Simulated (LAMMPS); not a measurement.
Lattice thermal conductivity of random alloys, CdTe (zinc blende) with a share x of Cd sites Hg, at 300 K, 100 Å from hot to cold slab.

Model: classical MD, pair style sw, file CdTeZnSeHgS0.sw (LAMMPS).

```tsv
x	conductivity
0.25	0.45 ± 0.03 W/(m K)
0.5	0.47 ± 0.05 W/(m K)
0.75	0.65 ± 0.09 W/(m K)
```

Caution: lattice part alone, classical nuclei, a finite length: a lower bound where phonon paths are long.

Caution: the random arrangement on this lattice is imposed, and need not be a phase that exists in equilibrium.

Uncertainties are statistical and leave out the potential's own error.
